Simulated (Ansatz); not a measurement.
A self-consistent single point of CsH (P4mm, 2 atoms in the cell) with Ansatz (a first-principles code).

Method: LDA (PW92), harder PAW files (source: ansatz) made with PBE (plane waves; Ansatz).

```yaml
crystal:
  lattice:
    - [3.79932, 0.00000, 0.00000]
    - [0.00000, 3.79932, 0.00000]
    - [0.00000, 0.00000, 3.79932]
  atoms:
    - { symbol: Cs, position: [0.00000, 0.00000, 0.01316] }
    - { symbol: H, position: [0.50000, 0.50000, 0.50000] }
```

Reference input (self-consistent single point, DFT, LDA (PW92), plane waves, default PAW files made with PBE): basis.ecutwfc = 30.9 Ry; kpoints.mp_grid.grid = 7 7 7; hamiltonian.xc = lda; hamiltonian.pseudopotentials = {kind: paw} (the program's default PAW files); scf.occupations.method = fixed. This run's input differs from it in these lines:

Ansatz 0.2 input:
```diff
@@ -9,3 +9,3 @@
 basis:
-  ecutwfc: 30.9 Ry
+  ecutwfc: 58.8 Ry
 kpoints:
@@ -14,3 +14,3 @@
   xc: lda
-  pseudopotentials: { kind: paw }
+  pseudopotentials: { kind: paw, source: ansatz }
 scf:
```

Output (repeated stretches shortened):

```
SCF iter   1: F=—  HF=-5541.898817 eV  |F-HF|=—  |Δ(HF+E_count)|=         —  Δρ=3.13e-2  dr2=1.02e0  ethr=3.10e-3  ⟨swp⟩=8.5  Hψ=3067  notcnv=0  defer=74
all-band conjugate gradients solve this SCF's bands
preconditioner: auto → none
SCF iter   2: F=—  HF=-5541.510609 eV  |F-HF|=—  |Δ(HF+E_count)|=   3.88e-1  Δρ=5.49e-3  dr2=1.63e-2  ethr=3.10e-3  ⟨swp⟩=5.6  Hψ=1258  notcnv=0  defer=77
SCF iter   3: F=—  HF=-5541.510932 eV  |F-HF|=—  |Δ(HF+E_count)|=   3.24e-4  Δρ=2.92e-3  dr2=3.26e-3  ethr=1.63e-4  ⟨swp⟩=4.1  Hψ=1128  notcnv=0  defer=80
SCF iter   4: F=—  HF=-5541.511264 eV  |F-HF|=—  |Δ(HF+E_count)|=   3.32e-4  Δρ=4.18e-4  dr2=9.68e-5  ethr=3.26e-5  ⟨swp⟩=4.2  Hψ=776  notcnv=0  defer=80
SCF iter   5: F=—  HF=-5541.511230 eV  |F-HF|=—  |Δ(HF+E_count)|=   3.38e-5  Δρ=2.78e-4  dr2=4.32e-5  ethr=9.68e-7  ⟨swp⟩=3.4  Hψ=795  notcnv=0  defer=80
SCF iter   6: F=—  HF=-5541.511211 eV  |F-HF|=—  |Δ(HF+E_count)|=   1.95e-5  Δρ=4.69e-5  dr2=1.23e-6  ethr=4.32e-7  ⟨swp⟩=3.2  Hψ=772  notcnv=0  defer=80
SCF iter   7: F=-5541.511210 eV  HF=-5541.511210 eV  |F-HF|=3.02e-8  |Δ(HF+E_count)|=   5.22e-7  Δρ=8.81e-6  dr2=4.84e-8  ethr=1.00e-9  ⟨swp⟩=23.3  Hψ=6541  notcnv=0
SCF 1 converged in 7 iterations: F = -5541.511210 eV  dr2 = 4.84e-8
Free energy (F): -5541.511210 eV
Internal energy: -5541.511210 eV  (E = F + TS)
E sigma→0 (E₀):  -5541.511210 eV
Fermi energy:    4.043591 eV
--- Forces (eV/Å), atoms counted from 1 ---
  atom   1  Cs    -0.00000000     0.00000000    -0.01610065
  atom   2  H     -0.00000000     0.00000000     0.01609529
--- Stress (GPa, compression-positive) ---
       -1.795088       0.000000      -0.000000
        0.000000      -1.795088       0.000000
       -0.000000       0.000000      -1.791256
  P = ⅓ Tr σ = -1.7938 GPa (-17.938 kbar)
  The stress holds the Pulay correction. Without it, at fixed plane waves, as pw.x and ABINIT print it: P = -1.7953 GPa
```

The run converged in 7 iterations. Against the reference run the pressure stays at -1.79 GPa, the largest force stays at 0.016 eV/Å and the gap on the mesh stays at 2.795 eV.

The starting cell comes from a database of computed structures (which also holds hypothetical and non-ambient phases and stackings), without a prior relaxation at this level. Its lattice was rescaled by up to half a per cent. One atom was moved a little off its site on purpose. Ansatz's pressure includes its estimate of the finite-basis (Pulay) stress.
